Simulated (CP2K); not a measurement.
Worked example: self-consistent single point of WSi2 (P1, 3 atoms in the cell) in CP2K.

Method of the run: LDA (Pade form), GPW, DZVP-MOLOPT-SR-GTH basis, GTH-PADE potentials (GTH_POTENTIALS) run with CP2K.

```
WSi2
1.0
    4.52540     0.00000     0.00000
    2.24846     3.92730     0.00000
   -3.38693    -1.96365     2.26981
Si W
2 1
Cartesian
  4.49537   2.59587  -0.00097
  2.31490   1.37070  -0.06256
 -0.03641  -0.03927   0.06352
```

Reference input (self-consistent single point, DFT PBE, GPW, DZVP-MOLOPT-SR-GTH basis, GTH-PBE potentials (GTH_POTENTIALS)): CUTOFF = 500 Ry; REL_CUTOFF = 60 Ry; SMEAR/METHOD = GAUSSIAN; SIGMA = 0.136 eV; KPOINTS/SCHEME = MONKHORST-PACK 7 7 9; XC_FUNCTIONAL = PBE; Si/BASIS_SET = DZVP-MOLOPT-SR-GTH-q4; Si/POTENTIAL = GTH-PBE-q4; W/BASIS_SET = DZVP-MOLOPT-SR-GTH-q14; W/POTENTIAL = GTH-PBE-q14; METHOD = GPW; EPS_DEFAULT = 1e-11. This run's input differs from it in these lines:

```diff
@@ -43,3 +43,3 @@
     &XC
-      &XC_FUNCTIONAL PBE
+      &XC_FUNCTIONAL PADE
       &END XC_FUNCTIONAL
@@ -74,3 +74,3 @@
       BASIS_SET DZVP-MOLOPT-SR-GTH-q4
-      POTENTIAL GTH-PBE-q4
+      POTENTIAL GTH-PADE-q4
     &END KIND
@@ -78,3 +78,3 @@
       BASIS_SET DZVP-MOLOPT-SR-GTH-q14
-      POTENTIAL GTH-PBE-q14
+      POTENTIAL GTH-PADE-q14
     &END KIND
```

Log, with long lists cut:

```
 SCF WAVEFUNCTION OPTIMIZATION

  Step     Update method      Time    Convergence         Total energy    Change
     1 NoMix/Diag. 0.20E+00      -     1.68585306       -77.1266911206 -7.71E+01
     2 Broy./Diag. 0.20E+00      -     0.02028046       -76.3706728254  7.56E-01
     3 Broy./Diag. 0.20E+00      -     0.08263183       -76.3160391997  5.46E-02
     4 Broy./Diag. 0.20E+00      -     0.00409708       -76.3356381266 -1.96E-02
     5 Broy./Diag. 0.20E+00      -     0.00175739       -76.2857030578  4.99E-02
     6 Broy./Diag. 0.20E+00      -     0.00250428       -76.2584333256  2.73E-02
   [... 3 lines left out ...]
    10 Broy./Diag. 0.20E+00      -     0.00002797       -76.2565589363  6.33E-06
    11 Broy./Diag. 0.20E+00      -     0.00000068       -76.2565861726 -2.72E-05
    12 Broy./Diag. 0.20E+00      -     0.00000183       -76.2565920640 -5.89E-06
    13 Broy./Diag. 0.20E+00      -     0.00000005       -76.2565937396 -1.68E-06
  *** SCF run converged in    13 steps ***

  Overlap energy of the core charge distribution:               0.00000000060648
  Self energy of the core charge distribution:               -122.90594631494893
  Core Hamiltonian energy:                                     27.33779346602707
  Hartree energy:                                              29.57248969562325
  Exchange-correlation energy:                                -10.26084890835641
  Smearing free energy correction:                             -0.00008167853495
  Fermi energy:                                                 0.48663251025161

  Total energy:                                               -76.25659373957751
  Total energy (extrapolated to sigma->0):                    -76.25655290031004

   [... lines left out ...]

 STRESS| Analytical stress tensor [bar]
 STRESS|                        x                   y                   z
 STRESS|      x       -1.68934963801E+05   1.04316451729E+04  -1.49098115385E+04
 STRESS|      y        1.04316451729E+04  -1.71197294143E+05  -5.30050421467E+03
 STRESS|      z       -1.49098115385E+04  -5.30050421467E+03  -1.58068871006E+05
 STRESS| 1/3 Trace                                            -1.66067042983E+05
```

The run converged in 13 iterations. Against the reference run the pressure goes from 6.41 to -16.61 GPa and the largest force goes from 2.022 to 1.409 eV/Å.

The starting cell has typed, rounded lattice constants, without a prior relaxation at this level. Its atoms were displaced at random from the sites of space group no. 139. Spin polarisation is off. Values carry the incompleteness of an atom-centred basis. With a pressure of about -17 GPa the cell is away from its equilibrium volume at this level. Forces in this geometry exceed 1 eV/Å.

Cost on one core of a shared machine: roughly 2 min.
